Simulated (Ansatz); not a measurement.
Take MoS2 in the 3R-MoS2 type structure (space group R3m, No. 160; layered, stacked along the Cartesian z axis) as the base.

```cif
data_MoS2
_chemical_formula_sum 'Mo1 S2'
_space_group_name_H-M_alt 'P 1'
_space_group_IT_number 1
_cell_length_a 6.46049
_cell_length_b 6.46049
_cell_length_c 6.46049
_cell_angle_alpha 28.451
_cell_angle_beta 28.451
_cell_angle_gamma 28.451
loop_
_space_group_symop_operation_xyz
  'x, y, z'
loop_
_atom_site_label
_atom_site_type_symbol
_atom_site_fract_x
_atom_site_fract_y
_atom_site_fract_z
_atom_site_occupancy
Mo1 Mo 0.00000 0.00000 0.00000 1
S1 S 0.75030 0.75030 0.75030 1
S2 S 0.58300 0.58300 0.58300 1
```

Level of theory: Kohn–Sham DFT with the r2SCAN+rVV10 functional, run in Ansatz (a quantum-chemistry and plane-wave program) with PAW and 500 eV plane waves, no spin-orbit coupling.

Before the change:

| Property | Result |
|---|---|
| Volume per atom | 18.03 Å³ |
| Gap character | indirect, T → k = (0.167, -1/2, -0.167) in the run's primitive reciprocal basis |

Now apply this change: a hydrostatic pressure of 5 GPa.

Question: What does the calculation give for the volume per atom after the change?

Answer: The volume per atom drops by 1.42 Å³, from 18.03 Å³ to 16.61 Å³.

Question: Estimate the effect on the gap character.

Answer: The gap character changes from indirect, T → k = (0.167, -1/2, -0.167) in the run's primitive reciprocal basis to indirect, T → Γ–S₀ (56 % along).

Load acts through the strain it causes; cell and atoms are relaxed under it. Stability against distortions was not tested. Competing high-pressure phases were not computed.
